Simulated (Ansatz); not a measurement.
Worked calculations on one periodic cell of amorphous Ti₂₀O₄₃La₂: Ti20O43La2, 65 atoms, volume 818.4 Å³, made by a melt-quench on the CHGNet potential and relaxed with DFT. O atoms were pushed apart under 1.9 Å during the dynamics, to hinder bonds among them. It is a model cell: composition and starting density were chosen by hand, and all elements were melted together. Cycles of charging were run to anneal it. All values below come from PBE, scalar-relativistic without spin-orbit coupling (plane waves to 420 eV, PAW; Ansatz, a quantum-chemistry and plane-wave program). Sampling: a 2×2×2 Γ-centred mesh; Fermi-Dirac width 0.02 eV; no spin polarisation. Its volume was held where the quench left it, its shape was free, and it stands at a mean pressure of 0.9 GPa with stress components up to 0.9 GPa; the relaxation ran on the zone centre alone. Its density went from a set 3.90 to 3.90 g/cm³. The cell is small and was quenched far faster than a real film, so it is one sample of the glass.

Q: Count formal charges (Ti +4, O -2, La +3). What does the count lead one to expect at the Fermi level, and what does the calculation give?

A: 20 × (+4) + 43 × (-2) + 2 × (+3) = 0. The charges balance, so the anion-derived valence states can be full and a gap can open. On this mesh the highest filled and lowest empty level lie 2.67 eV apart, the PBE gap of this cell.

Four energies for an added electron at PBE on the zone centre alone (charged cells in a uniform background, spin-polarised): neutral at the neutral geometry -86980.130 eV; charged at the neutral geometry -86970.589 eV; charged and relaxed -86970.690 eV; neutral at the charged geometry -86979.987 eV.

Q: Find the two relaxation energies and their sum, the reorganisation energy.

A: On charging: -86970.589 − (-86970.690) = 0.101 eV. On discharging: -86979.987 − (-86980.130) = 0.143 eV. The sum is 0.244 eV. The carrier's level spreads over 10 of the 65 atoms' worth, so it counts as partly localised, most on one Ti atom with neighbours O 1.82 Å, O 1.89 Å, O 1.95 Å, O 2.07 Å, O 2.08 Å, O 2.11 Å (neutral geometry). The values are uncorrected: the image energy of a point charge in this cell, 2.84 × 14.40 / (2 × 9.4) = 2.2 eV before screening, is screened by electrons alone at the fixed geometry and by ions too after relaxing, and the carrier can be spread before it relaxes, so each term can be off by up to that value times 1/ε∞, some tenths of an eV. PBE's self-interaction favours spread-out carriers, so a hybrid can localise more.

Four energies for a hole at PBE on the zone centre alone (charged cells in a uniform background, spin-polarised): neutral at the neutral geometry -86980.130 eV; charged at the neutral geometry -86986.798 eV; charged and relaxed -86986.979 eV; neutral at the charged geometry -86979.446 eV.

Q: Find the two relaxation energies and their sum, the reorganisation energy.

A: On charging: -86986.798 − (-86986.979) = 0.181 eV. On discharging: -86979.446 − (-86980.130) = 0.684 eV. The sum is 0.865 eV. The carrier's level spreads over 4 of the 65 atoms' worth, so it counts as localised, most on one O atom with neighbours Ti 1.81 Å, Ti 1.87 Å (neutral geometry). The values are uncorrected: the image energy of a point charge in this cell, 2.84 × 14.40 / (2 × 9.4) = 2.2 eV before screening, is screened by electrons alone at the fixed geometry and by ions too after relaxing, and the carrier can be spread before it relaxes, so each term can be off by up to that value times 1/ε∞, some tenths of an eV. PBE's self-interaction favours spread-out carriers, so a hybrid can localise more.
